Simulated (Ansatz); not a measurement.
Functionals side by side, with their cost (level): ZnS (P6_3mc, 8 atoms in the cell)

Cell: a = 3.8089 Å, b = 3.8089 Å, c = 12.4526 Å, α = 90.00°, β = 90.00°, γ = 120.00°.

Program: Ansatz (a program for electronic structure), default PAW files made with PBE; each row names its functional.

Base settings: basis.ecutwfc = 30.9 Ry; kpoints.mp_grid.grid = 4 4 1; hamiltonian.xc = hse06; hamiltonian.pseudopotentials = {kind: paw} (the program's default PAW files); scf.occupations.method = fixed.

Differences are taken from HSE06, a reference of convenience: it is no measurement, and no ranking of the functionals follows.

Core times come from one kind of shared machine and are given to one figure; runs under 30 s give none.

The starting cell comes from a database of computed structures (which also holds hypothetical and non-ambient phases and stackings), without a prior relaxation at this level. Ansatz's pressure includes its estimate of the finite-basis (Pulay) stress.

```tsv
level	gap on the mesh less reference (eV)	pressure less reference (GPa)	core time / reference (rough)
PBEsol	-1.390	-2.96	–
PBE0	0.691	-0.24	1.0
HSE06	0.000	0.00	1
```

Keys are those of Ansatz 0.2.
